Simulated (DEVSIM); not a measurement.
Structure: Schottky contact on n-type CdTe, at 400 K.

Layer 1 from the left is CdTe, thickness (μm) 13.0, Nd (cm⁻³) 2.3e16, τn (s) 4.5e-10, τp (s) 4.5e-10. Layer 2 from the left is CdTe, thickness (μm) 0.630, Nd (cm⁻³) 5.5e17, τn (s) 4.5e-10, τp (s) 4.5e-10.

Left contact: Schottky, work function 4.94 eV, emission velocity 2.3e6 cm/s. Right contact: ohmic. Voltage is applied to the left contact. Recombination: SRH at mid-gap, Auger. Mobility is μmin + (μ − μmin)/(1 + (N/Nref)^α).

This is a model device: material constants are rounded textbook-type values typed into the input, and sizes, dopings and lifetimes were drawn at random. Values at 300 K; Nc and Nv go as T^1.5, mobilities as T to minus their exponent, the gap by Varshni's rule with the affinity fixed.

CdTe: gap (eV) 1.5, affinity (eV) 4.28, permittivity 10.2, Nc (cm⁻³) 8e17, Nv (cm⁻³) 1.8e19, μn (cm²/Vs) 1000, μp (cm²/Vs) 80, μn,min 100, μp,min 10, Nref,n 1e17, Nref,p 1e17, αn 0.6, αp 0.6, T exponent of μn 1.7, T exponent of μp 1.5, Cn (cm⁶/s) 1e-30, Cp (cm⁶/s) 1e-30, Varshni α (eV/K) 0.00031, Varshni β (K) 108.

DEVSIM, 1D drift-diffusion, Boltzmann statistics, complete ionisation; no tunnelling, impact ionisation, image-force lowering or self-heating. Metal contacts follow the ideal Schottky-Mott rule: no Fermi-level pinning, no interface dipoles.

Dark forward current:

| |V| (V) | |J| (A/cm²) |
|---|---|
| 0.05 | 0.006592 |
| 0.10 | 0.03450 |
| 0.15 | 0.1523 |
| 0.20 | 0.6432 |
| 0.25 | 2.603 |
| 0.30 | 9.419 |
| 0.35 | 26.87 |
| 0.40 | 57.43 |
| 0.45 | 98.19 |
| 0.50 | 145.5 |
| 0.55 | 197.0 |
| 0.60 | 251.2 |
| 0.65 | 307.4 |
| 0.70 | 365.0 |
| 0.75 | 423.6 |
| 0.80 | 483.1 |
| 0.85 | 543.2 |
| 0.90 | 603.8 |
| 0.95 | 664.9 |
| 1.00 | 726.4 |
| 1.05 | 788.1 |
| 1.10 | 850.2 |
| 1.15 | 912.5 |
| 1.20 | 975.0 |
| 1.25 | 1038 |
| 1.30 | 1101 |

Task: Work out the local ideality factor n = ΔV / (kT/q · ln(J2/J1)) between the rows 0.15 and 0.20 V, 1.25 and 1.30 V.

Result: kT/q = 34.47 mV. From 0.15 to 0.20 V: ln(0.6432/0.1523) = 1.441, n = 1.01, near the 1 of diffusion or emission over a barrier. From 1.25 to 1.30 V: ln(1101/1038) = 0.059, n = 24.62; the layers' resistance at their doping, Σ W/(qμN) = 0.00078 Ω cm², would take 49 mV of this step of 50 mV.

Task: Estimate the current at 0.20 V for emission alone, J0 = q v N_band exp(−φB/kT), and read the barrier back from the simulated current.

Result: φB = 0.660 eV, N_band = 1.23e18 cm⁻³, J0 = 0.00220 A/cm²; J = J0 (exp(qV/kT) − 1) = 0.724 A/cm². The simulation gives 0.643 A/cm²; the estimate lies 13 % above. Read backwards, the simulated current gives an apparent barrier of 0.664 eV. The estimate leaves out transport through the depletion region and minority injection.
